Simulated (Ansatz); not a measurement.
Space group P4/nmm, origin choice 1 (No. 129); a = b = 3.646 Å, c = 5.822 Å, α = β = γ = 90.00°

| atom | site | symmetry | x | y | z |
|---|---|---|---|---|---|
| Li | 2c | 4mm | 0.5000 | 0.0000 | 0.3462 |
| Fe | 2a | -4m2 | 0.0000 | 0.0000 | 0.0000 |
| P | 2c | 4mm | 0.0000 | 0.5000 | 0.2072 |

LiFeP (P4/nmm), PBEsol, DFPT electron-phonon coupling, linearised Boltzmann equation (plane waves, PAW, scalar-relativistic; Ansatz, a program for electronic structure): the phonon-limited resistivity at 300 K is 13.2 μΩ·cm (x, the basal plane), 13.2 μΩ·cm (y, the basal plane), 114 μΩ·cm (z, c). Third figures are kept for the arithmetic.

Task: How anisotropic is it, and between which bounds lies a dense polycrystal with random grains and no boundary scattering?

Result: Largest over smallest: 8.6. Upper bound, grains in series: (13.2 + 13.2 + 114)/3 = 47 μΩ·cm. Lower bound, grains side by side: 3/Σ(1/ρ) = 18.7 μΩ·cm. The best single-crystal direction lies 29 % under the lower bound.

A metal at this level (no band gap). Only scattering by harmonic phonons is included (no impurities, grain boundaries, electron-electron scattering or thermal expansion). Spin-orbit coupling is left out. The run warned that the eigensolver left some states short of its tolerance. Halving the electron mesh (24x24x16) moves the resistivity by up to 7 % at 300 K, the mean free path by up to 3 %. Smearing 0.20 eV; phonons on a 4x4x3 q mesh, which this run doesn't test.

Formula and space group known from diffraction (Crystallography Open Database), not checked to be the room-temperature form: LiFeP (P4/nmm). Treated as nonmagnetic (a ferromagnetic start lost its moment, other orders weren't tried): LiFeP (P4/nmm).
